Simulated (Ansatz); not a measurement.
Structure of amorphous Hf18O36H (periodic cell):

```xyz
55
Lattice="8.8666 -0.1768 0.1209 -0.1768 8.8144 -0.3512 0.1209 -0.3512 9.0280" Properties=species:S:1:pos:R:3 pbc="T T T"
Hf     2.8399     8.4995     4.3478
Hf     5.9023     3.1795     1.2573
Hf     8.4229     8.4101     4.1524
Hf     1.3848     5.6507     5.3929
Hf     3.7490     2.4820     6.7656
Hf     5.8023     1.5186     4.1508
Hf     5.9963     6.8792     5.5737
Hf     7.7042     5.0910     3.2706
Hf     4.2956     6.1414     7.9933
Hf     6.6174     0.8817     7.6972
Hf     1.3164     8.3972     7.3602
Hf     2.4340     4.0960     0.6341
Hf     1.6993     2.6039     3.9610
Hf     7.8632     5.1778     8.5626
Hf     4.3367     6.3026     2.4637
Hf     0.3674     2.7854     7.0307
Hf     1.2986     7.2297     1.1284
Hf     4.4358     0.3298     0.9949
O      6.8542     5.0632     1.3409
O      4.2885     4.3271     1.7618
O      2.4798    -0.0299     0.3683
O      4.0572     4.1590     7.9319
O      7.2478    -0.2177     6.0750
O      6.6481     1.0400     0.7941
O      0.5692     4.4468     3.8809
O      5.7544     5.7530     3.8422
O      0.0734     7.1594     8.6184
O      2.4562     6.4957     7.0650
O      7.2319     0.3960     3.3294
O      5.0981     8.1183     7.4657
O      5.7256     2.0795     6.1813
O      2.9463     0.5837     6.6773
O      2.9526     6.1162     0.7711
O      2.8592     6.3048     4.0216
O      3.6081     1.8592     4.6193
O      3.2192     8.1221     2.2681
O      6.3292     5.7793     7.3637
O      7.4481     2.9741     8.3759
O      0.6714     5.2121     0.6648
O      5.1420     7.2881     0.7906
O     -0.0963     7.0822     2.5658
O      8.7687     0.7123     7.8609
O      2.2405     3.6775     5.7500
O      4.8134     1.7609     8.7559
O      7.9213     6.2584     4.9803
O      4.8116     1.7017     2.3903
O      6.7816     3.1775     3.1887
O      4.8614     8.2822     4.3732
O      0.1136     1.9624     5.2136
O      1.4543     0.5634     3.6030
O      1.0844     7.7738     5.3644
O      1.9161     2.8723     2.0414
O      0.1071     4.8118     6.8405
O      2.0191     2.5371     8.1303
H      7.1772     0.6367     1.5297
```

The numbers are results of PBE, scalar-relativistic without spin-orbit coupling (plane waves to 420 eV, PAW; Ansatz, a quantum-chemistry and plane-wave program), not measurements. The usual formal charges leave 1 electrons over, so the level spacing at the Fermi energy parts defect or band states and needn't be the band gap. In the spin-polarised cell the level spacing at the Fermi energy can part levels of unlike spin.

The cell was made by melting and quenching with the CHGNet potential and then relaxed with DFT. O atoms were pushed apart under 1.9 Å during the dynamics, to hinder bonds among them. The hot cell started wider than the set density and was brought back towards it in steps. It is the lowest in DFT energy of 2 quenches. It is a model cell: composition and starting density were chosen by hand, and all elements were melted together. No dispersion term was used. Its density started from a set value of 8.94 and ended at 8.94 g/cm³. Cooling (nominally 630 K/ps over its main leg) ran many orders faster than in experiment, which tends to leave more defects and strain. Values belong to this one cell and scatter from quench to quench. The volume was held where the preparation left it and the shape relaxed, at a PBE pressure of 1.3 GPa. Stress components on the final sampling reach 1.4 GPa. On a 2×2×2 Γ-centred mesh force components of up to 0.25 eV/Å stay, since the relaxation ran on the zone centre alone.

Bonds are counted up to Hf-Hf 3.34 Å, Hf-O 2.62 Å, Hf-H 2.27 Å, O-O 1.58 Å, O-H 1.16 Å, H-H 0.90 Å. Two cations that share two anions don't count as bonded, nor two that share one unless they lie closer than Hf-Hf 3.25 Å.

Give the coordination numbers, mean bond lengths and angles.


```json
{
 "Mean coordination of Hf by anions": "6.39 (11 with 6, 7 with 7)",
 "Mean coordination of O": "3.22 (2 with 2, 24 with 3, 10 with 4)",
 "Mean coordination of H": "1.00 (1 with 1)",
 "Mean Hf-O bond": "2.147 Å (spread 0.112 Å, 115 counted)",
 "Bond angle at Hf": "mean 102.2°, spread 29.2°",
 "Bond angle at O": "mean 113.2°, spread 18.8°"
}
```

List the pairs of like atoms that count as bonded by the rules above.

There are none by these rules.

What Bader charges do the atoms carry, from a run on the zone centre alone?

Means (range): Hf +2.58 e (+2.32 to +2.66), O -1.31 e (-1.35 to -1.24), H +0.62 e (+0.62 to +0.62).
```tsv
atom	charge (e)
Hf1	+2.60
Hf2	+2.61
Hf3	+2.61
Hf4	+2.66
Hf5	+2.64
Hf6	+2.64
Hf7	+2.32
Hf8	+2.64
Hf9	+2.38
Hf10	+2.61
Hf11	+2.63
Hf12	+2.59
Hf13	+2.60
Hf14	+2.64
Hf15	+2.62
Hf16	+2.55
Hf17	+2.59
Hf18	+2.59
O19	-1.32
O20	-1.29
O21	-1.30
O22	-1.31
O23	-1.29
O24	-1.30
O25	-1.32
O26	-1.32
O27	-1.31
O28	-1.34
O29	-1.26
O30	-1.32
O31	-1.32
O32	-1.30
O33	-1.33
O34	-1.34
O35	-1.33
O36	-1.32
O37	-1.32
O38	-1.35
O39	-1.32
O40	-1.27
O41	-1.32
O42	-1.29
O43	-1.34
O44	-1.34
O45	-1.29
O46	-1.25
O47	-1.31
O48	-1.34
O49	-1.30
O50	-1.29
O51	-1.34
O52	-1.24
O53	-1.30
O54	-1.30
H55	+0.62
```
